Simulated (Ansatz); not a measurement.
fcc Au (1 1 1) on rock-salt MgO (1 1 1) (film strained to the substrate, started from cuts of the bulks and a machine-learned relaxation; slabs Mg5O6 and Au4, which can lie off the formulas)

A periodic stack without vacuum, fcc Au (1 1 1) on rock-salt MgO (1 1 1) (film strained to the substrate, started from cuts of the bulks and a machine-learned relaxation; slabs Mg5O6 and Au4, which can lie off the formulas): substrate slab Mg5O6, film Au4, surface cells [[0, -1], [1, -1]] and [[1, 0], [0, 1]], film strained by +2.3 and +2.3 %, outermost planes O/O and Au/Au as cut, which need not be the usual terminations and can put a slab off its formula.

The start was prepared with a machine-learned potential, and the result is one local minimum, with the in-plane cell held and forces under 0.04 eV/Å; the film can end far from its bulk form.

These are PBE (plane waves to 420 eV, PAW; Ansatz, a first-principles code) values and carry that method's errors. No spin–orbit coupling; the runs are not spin-polarised; PBE gaps are too small against experiment. Its k-point mesh 12×12×1, Fermi–Dirac width 0.05 eV.

| Quantity | Value |
|---|---|
| interface area | 7.8 Å² |
| period | 22.96 Å |
| heights between the nearest atoms of the two slabs at the two interfaces | 2.04 and 2.04 Å |
| Au–O contacts across the interfaces within 1.22 times the sum of covalent radii | 2, mean 2.04 Å |

```
CELL_PARAMETERS angstrom
      3.00776     0.00045    -0.00757
      1.50391     2.60263     0.12441
      0.06806     0.50931    23.00914
ATOMIC_POSITIONS crystal
  Mg 0.45582 0.41620 0.08939
  Mg 0.82370 0.68077 0.19794
  Mg 0.19067 0.94574 0.30518
  Mg 0.55706 0.21065 0.41242
  Mg 0.92351 0.47476 0.52095
  O  0.77484 0.77782 0.04411
  O  0.14024 0.04780 0.14510
  O  0.50734 0.31311 0.25176
  O  0.87388 0.57828 0.35862
  O  0.24010 0.84340 0.46529
  O  0.60451 0.11235 0.56628
  Au 0.62824 0.04872 0.65501
  Au 0.99795 0.31231 0.75492
  Au 0.36372 0.58232 0.85534
  Au 0.73320 0.84464 0.95535
```
